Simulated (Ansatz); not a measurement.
For As (model structure, Fd-3m, No. 227, 2 atoms in the cell), PBEsol in Ansatz (plane waves, PAW) gives:

| Item | Result |
|---|---|
| equilibrium lattice constant a | 6.013 Å |
| cohesive energy | 3.02 eV/atom |

Question: What does r²SCAN+rVV10 (Ansatz, a first-principles code, PAW) give for the same quantities?

Answer: 
- lattice constant a: 6.034 Å (grows by 0.3 %)
- cohesive energy: 2.62 eV/atom (decreases by 0.40 eV/atom)

Changes are worked out from the printed values.

Unless a cell is named, each level is at its own relaxed cell (PBEsol 27.18, r²SCAN+rVV10 27.47 Å³/atom).

Ansatz's density-functional and Hartree–Fock values are scalar-relativistic unless marked +SOC, with PAW data made under PBE.

A model structure was made by putting elements into a prototype or built by hand; it is no filed structure, need not be a known phase, and can be a saddle point held by its symmetry.
